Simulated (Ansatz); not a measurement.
Take HfN in the rock salt structure (space group Fm-3m, No. 225; a = 4.548 Å; relaxed with 0.1 eV smearing) as the base.

Calculations: PBE (Ansatz, a quantum-chemistry and plane-wave program; PAW; 420 eV plane waves; scalar-relativistic without spin-orbit coupling).

Strains are applied to the cell and any free atomic positions relax.

One change was made to it. Results:

The pressure goes from zero to 4.1 GPa; the energy goes up by 2.2 meV/atom.

Problem. Which change produced these results?
A. isotropic strain −1.50 %
B. isotropic strain +2.50 %
C. isotropic strain −0.50 %

Solution. C, isotropic strain −0.50 %. For comparison, the energy relative to the base in the other runs: isotropic strain −1.50 % gives +21 meV/atom; isotropic strain +2.50 % gives +50 meV/atom.

Whether these cells are dynamically stable was not tested. The final runs are not spin-polarised. An odd electron count without spin: HfN.
